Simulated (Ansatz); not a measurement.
Base system: SiS2 (space group Ibam, No. 72; a = 6.387 Å, b = 11.126 Å, c = 5.592 Å; made of chains).

Computed with PBE (Ansatz, a program for electronic structure), without spin-orbit coupling, earlier PAW set.

Before the change:

The pressure comes out as 0.00 GPa and the smallest direct gap is 3.43 eV.

It is then changed as follows: every lattice vector is shortened by 2.71 %, atoms relaxed at fixed cell.

Predict the new pressure.

The pressure (mean of the normal stresses, compression positive) goes from zero to 1.00 GPa.

How does this affect the smallest direct gap?

The smallest direct gap shrinks by 0.10 eV (3.43 eV → 3.33 eV).

The cells carry an imposed strain or load. No phonon test of stability was made. No dispersion term is included, though the crystal is made of layers, chains or molecules, so its spacings can come out too wide.
